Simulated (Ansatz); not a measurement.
Input and output of a self-consistent single point for Hf2Hg (I4mm, 3 atoms in the cell) (Ansatz, an electronic-structure program).

Computed with PBEsol, default PAW files made with PBE (plane waves; Ansatz).

```yaml
crystal:
  lattice:
    - [-1.66004, 1.66004, 5.78415]
    - [1.66004, -1.66004, 5.78415]
    - [1.66004, 1.66004, -5.78415]
  atoms:
    - { symbol: Hf, position: [0.67005, 0.67005, 0.00000] }
    - { symbol: Hf, position: [0.33427, 0.33427, 0.00000] }
    - { symbol: Hg, position: [0.00000, 0.00000, 0.00000] }
```

Reference input (self-consistent single point, DFT, PBEsol, plane waves, default PAW files made with PBE): basis.ecutwfc = 30.9 Ry; kpoints.mp_grid.grid = 12 12 12; hamiltonian.xc = pbesol; hamiltonian.pseudopotentials = {kind: paw} (the program's default PAW files); scf.occupations.method = fermi_dirac; scf.occupations.width = 0.0073 Ry. This run's input differs from it in these lines:

Ansatz 0.2 input:
```diff
@@ -13,3 +13,3 @@
 kpoints:
-  mp_grid: { grid: [12, 12, 12] }
+  mp_grid: { grid: [20, 20, 20] }
 hamiltonian:
@@ -18,3 +18,3 @@
 scf:
-  occupations: { method: fermi_dirac, width: 0.0073 Ry }
+  occupations: { method: fermi_dirac, width: 0.0007 Ry }
 output:
```

Output, abridged:

```
SCF iter   1: F=—  HF=-44864.633622 eV  |F-HF|=—  |Δ(HF+E_count)|=         —  Δρ=4.51e-3  dr2=1.26e-2  ethr=1.77e-3  ⟨swp⟩=5.1  Hψ=89846  notcnv=0
all-band conjugate gradients solve this SCF's bands
preconditioner: auto → Kerker (q_TF=auto, 2.784 Å⁻¹)
SCF iter   2: F=—  HF=-44864.632923 eV  |F-HF|=—  |Δ(HF+E_count)|=   6.99e-4  Δρ=2.64e-3  dr2=5.01e-3  ethr=1.74e-5  ⟨swp⟩=2.2  Hψ=42967  notcnv=0  defer=1925
   [... lines left out ...]
SCF iter   6: F=—  HF=-44864.632058 eV  |F-HF|=—  |Δ(HF+E_count)|=   7.81e-7  Δρ=2.55e-5  dr2=4.84e-7  ethr=1.44e-8  ⟨swp⟩=2.1  Hψ=35423  notcnv=0  defer=1925
SCF iter   7: F=—  HF=-44864.632058 eV  |F-HF|=—  |Δ(HF+E_count)|=   1.27e-8  Δρ=9.59e-6  dr2=8.35e-8  ethr=1.39e-10  ⟨swp⟩=10.1  Hψ=140755  notcnv=0
SCF iter   8: F=—  HF=-44864.632058 eV  |F-HF|=—  |Δ(HF+E_count)|=   2.54e-8  Δρ=6.47e-6  dr2=4.26e-8  ethr=1.16e-10  ⟨swp⟩=5.4  Hψ=104578  notcnv=0
SCF iter   9: F=-44864.632058 eV  HF=-44864.632058 eV  |F-HF|=3.49e-9  |Δ(HF+E_count)|=   3.98e-8  Δρ=1.66e-6  dr2=3.47e-9  ethr=5.91e-11  ⟨swp⟩=5.1  Hψ=96295  notcnv=0
SCF 1 converged in 9 iterations: F = -44864.632058 eV  dr2 = 3.47e-9
Free energy (F): -44864.632058 eV
Internal energy: -44864.631197 eV  (E = F + TS)
E sigma→0 (E₀):  -44864.631627 eV
Entropy (-TS):   -0.000861 eV (-0.287 meV/atom)
Fermi energy:    19.738410 eV
--- Forces (eV/Å), atoms counted from 1 ---
  atom   1  Hf    -0.00000000     0.00000000    -0.49115007
  atom   2  Hf     0.00000000     0.00000000     0.36945694
  atom   3  Hg     0.00000000     0.00000000     0.12166223
--- Stress (GPa, compression-positive) ---
       -1.432699       0.000000      -0.000000
        0.000000      -1.432699      -0.000000
       -0.000000      -0.000000      -0.818598
  P = ⅓ Tr σ = -1.2280 GPa (-12.280 kbar)
  The stress holds the Pulay correction. Without it, at fixed plane waves, as pw.x and ABINIT print it: P = -1.2726 GPa
```

The run converged in 9 iterations. Against the reference run the free energy goes up by 12.6 meV/atom, the pressure hardly changes (-1.21 to -1.23 GPa) and the largest force goes from 0.509 to 0.491 eV/Å.

The starting cell comes from a database of computed structures (which also holds hypothetical and non-ambient phases and stackings), without a prior relaxation at this level. Its lattice was rescaled by up to half a per cent. One atom was moved a little off its site on purpose. Ansatz's pressure includes its estimate of the finite-basis (Pulay) stress.

Cost on one core of a shared machine: roughly 2 min.
